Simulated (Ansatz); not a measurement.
Base system: MgS in the rock salt structure (space group Fm-3m, No. 225; a = 5.203 Å). Axes: x, y, z lie along the cube axes.

Calculations: r2SCAN, PAW, 500 eV (Ansatz, a program for electronic structure; scalar-relativistic without spin-orbit coupling).

The change: the cell is scaled by 1.0222 in all directions, atoms relaxed at fixed cell.

Q: Predict the stress tensor and what it implies for the stiffness.

A: Stress of the strained cell less that of the base (GPa, compression positive):
```
  -4.60    0.00    0.00
   0.00   -4.60    0.00
   0.00    0.00   -4.60
```

Then B = −ΔP/(ΔV/V₀) with ΔV/V₀ = 0.0681 gives secant stiffness values (nonlinear terms included at this strain): B ≈ 68 GPa.

As a check, the harmonic strain energy −½ V₀ Δσ:ε is 17 meV/atom; the computed energy rise is 18 meV/atom.

No phonon test of stability was made.
